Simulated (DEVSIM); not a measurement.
## abrupt Si p-n junction

Structure: abrupt Si p-n junction, at 300 K.

```tsv
layer (left to right)	material	thickness (μm)	Nd (cm⁻³)	Na (cm⁻³)	τn (s)	τp (s)
1	Si	2.10	-	3e17	0.00017	0.00017
2	Si	260	2.3e16	-	0.00017	0.00017
```

Left contact: ohmic. Right contact: ohmic. Voltage is applied to the left contact. Recombination: SRH at mid-gap, radiative, Auger. Mobility is μmin + (μ − μmin)/(1 + (N/Nref)^α).

The device is made up for the run: typed textbook-type constants, with dimensions and the other settings drawn at random. Values at 300 K.

```
parameter           Si
-------------  -------
gap (eV)         1.124
affinity (eV)     4.05
permittivity      11.7
Nc (cm⁻³)      2.86e19
Nv (cm⁻³)       3.1e19
μn (cm²/Vs)       1417
μp (cm²/Vs)        470
μn,min              52
μp,min              45
Nref,n          9.7e16
Nref,p          2.2e17
αn                0.68
αp                0.72
B (cm³/s)      4.7e-15
Cn (cm⁶/s)     2.8e-31
Cp (cm⁶/s)     9.9e-32
```

DEVSIM, 1D drift-diffusion, Boltzmann statistics, complete ionisation; no tunnelling, impact ionisation, image-force lowering or self-heating.

```json
{
  "potential_step_across_the_device_at_zero_bias": "0.820 V",
  "largest_field_in_the_device_at_zero_bias": "72000 V/cm",
  "Dark forward voltage at 1 A/cm²": "0.685 V",
  "Dark forward voltage at 100 A/cm²": "1.043 V"
}
```

Dark reverse current:

```json
[
 {"V (V)": "-0.40", "J (A/cm²)": "-4.0e-11"},
 {"V (V)": "-1.00", "J (A/cm²)": "-7.6e-11"},
 {"V (V)": "-2.00", "J (A/cm²)": "-1.2e-10"},
 {"V (V)": "-3.00", "J (A/cm²)": "-1.6e-10"},
 {"V (V)": "-4.00", "J (A/cm²)": "-1.9e-10"},
 {"V (V)": "-6.00", "J (A/cm²)": "-2.4e-10"},
 {"V (V)": "-8.00", "J (A/cm²)": "-2.8e-10"}
]
```

Dark forward current:

(V (V), J (A/cm²)): (0.05, 4.0e-11); (0.15, 1.5e-9); (0.30, 4.5e-7); (0.40, 2.1e-5); (0.55, 0.0071); (0.65, 0.32); (0.75, 5.4); (0.90, 38); (1.00, 78); (1.10, 130); (1.25, 250); (1.35, 350); (1.50, 530); (1.60, 660)
